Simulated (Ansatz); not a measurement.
System: Ru-vacancy pair (Ru on one host Nb site, one Nb site vacant) in bcc Nb (neutral cell). Computed with PBE, PAW (plane waves to 420 eV; Ansatz, a first-principles code).

Cell of 36 host sites held at the relaxed PBE lattice; a 2×2×3 k-point mesh shifted by half a step; Fermi-Dirac width 0.10 eV, spin-restricted; finite-size errors left in. Energies are static. Forms of the defect that were not tried may lie lower. The start lies 0.56 eV above the lowest site run (PBE).

Barriers: single points on a 3×3×4 k-point mesh shifted by half a step at the bands' geometries (they differ from the bands' own by up to 0.10 eV, and are uncertain by about as much).

Relaxed starting cell (atoms counted from 1):

```
Nb34Ru
1.0
    9.93269     0.00000     0.00000
    0.00000     9.93269     0.00000
    0.00000     0.00000     6.62179
Ru Nb
1 34
Direct
  0.99658   0.99585   0.99284
  0.00949   0.00876   0.48769
  0.00609   0.32792   0.01024
  0.00615   0.32773   0.50302
  0.00040   0.66545   0.99988
  0.00031   0.66840   0.50129
  0.32868   0.00548   0.01032
  0.32848   0.00557   0.50310
  0.33194   0.33134   0.00966
  0.32739   0.32682   0.50124
  0.33506   0.66840   0.00029
  0.33509   0.66797   0.50315
  0.66614   0.99976   0.99999
  0.66909   0.99968   0.50144
  0.66901   0.33444   0.00037
  0.66861   0.33447   0.50322
  0.66777   0.66712   0.99993
  0.66816   0.66752   0.50063
  0.16245   0.16177   0.76851
  0.16730   0.50413   0.25333
  0.16792   0.49694   0.75442
  0.16329   0.83648   0.24417
  0.16495   0.83848   0.75126
  0.50479   0.16671   0.25348
  0.49760   0.16731   0.75458
  0.49946   0.49887   0.25350
  0.50131   0.50071   0.75089
  0.49835   0.83633   0.25138
  0.50079   0.83359   0.75114
  0.83712   0.16260   0.24426
  0.83916   0.16429   0.75135
  0.83696   0.49766   0.25132
  0.83423   0.50011   0.75109
  0.83732   0.83665   0.24668
  0.83842   0.83774   0.75214
```

End state 1 differs by these moves (Å; atoms that move under 0.08 Å are left out):

| atom | element | Δx | Δy | Δz |
|---|---|---|---|---|
| 1 | Ru | 1.75 | 1.75 | 1.78 |

**Question.** Predict the forward and backward barriers to end state 1 from PBE, PAW.

**Answer.** forward 1.37 eV, backward 1.37 eV; at the saddle point atom 1 has neighbours 2 Nb at 2.69, 2 Nb at 2.77, 2 Nb at 2.78, Nb at 3.47 Å. The saddle point's order was not checked, and it lies on a symmetry element of the cell, where a band can be held.

End state 2 differs by these moves (Å; atoms that move under 0.08 Å are left out):

```csv
atom,element,Δx,Δy,Δz
1,Ru,0.03,0.03,0.07
2,Nb,1.48,1.48,-1.54
4,Nb,-0.06,0.06,0.00
8,Nb,0.06,-0.06,0.00
19,Nb,-0.04,-0.04,-0.12
22,Nb,-0.05,0.04,0.07
30,Nb,0.05,-0.05,0.07
34,Nb,0.04,0.04,0.05
```

**Question.** What is the computed forward and backward barriers to end state 2 (PBE, PAW)?

**Answer.** forward 0.27 eV, backward 0.83 eV; at the saddle point atom 2 has neighbours 2 Nb at 2.72, Nb at 2.86, 2 Nb at 2.95, Nb at 3.15, 2 Nb at 3.32; Ru at 2.86 Å. The saddle point's order was not checked, and it lies on a symmetry element of the cell, where a band can be held.
